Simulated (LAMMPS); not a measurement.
Molecular dynamics of BN (zinc blende), 1000 atoms, at 1920 K and 5 GPa, heated as the crystal.

Model: classical MD, pair style extep, file BN.extep, run in LAMMPS.

```tsv
angle (°)	probability per degree, N-B-N
85.50	0.0000
88.50	0.0001
91.50	0.0010
94.50	0.0032
97.50	0.0101
100.5	0.0235
103.5	0.0410
106.5	0.0604
109.5	0.0659
112.5	0.0570
115.5	0.0384
118.5	0.0202
121.5	0.0086
124.5	0.0028
127.5	0.0007
130.5	0.0002
133.5	0.0000
```

Main features:
- state found: crystal; no diffusion seen in 30 ps
- most common N-B-N angle: at the 3° bin centred on 109.5°, after smoothing over three bins (mean of all 109°)

Caution: in nature this polymorph isn't the stable one over the whole range of temperature at this pressure, and short runs keep a crystal in its starting form. Caution: a run this short can hold a crystal over, or a liquid under, the potential's own melting point, which these runs don't give.
